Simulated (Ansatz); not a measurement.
Phonon-limited resistivity of V3Mo (Fm-3m) against temperature in μΩ·cm, PBEsol, DFPT electron-phonon coupling, linearised Boltzmann equation (Ansatz, a program for electronic structure), harmonic crystal at a fixed cell.

```csv
T,ρ
50 K,0.347
77 K,1.32
100 K,2.52
150 K,5.51
200 K,8.47
250 K,?
273 K,12.6
300 K,?
350 K,16.8
400 K,19.5
500 K,24.8
600 K,?
800 K,39.9
```

### Question
Complete the blanks.

### Answer

- 250 K, ρ: 11.3
- 300 K, ρ: 14.1
- 600 K, ρ: 29.9

A metal at this level (no band gap). Only scattering by harmonic phonons is included (no impurities, grain boundaries, electron-electron scattering or thermal expansion). Spin-orbit coupling is left out. Halving the electron mesh (24x24x24) moves the resistivity by up to 1 %. Smearing 0.20 eV; phonons on a 4x4x4 q mesh, which this run doesn't test and which matters most at low temperature.

Computed structure, not matched to a measured one here, so possibly hypothetical: V3Mo (Fm-3m). Treated as nonmagnetic (a ferromagnetic start lost its moment, other orders weren't tried): V3Mo (Fm-3m).
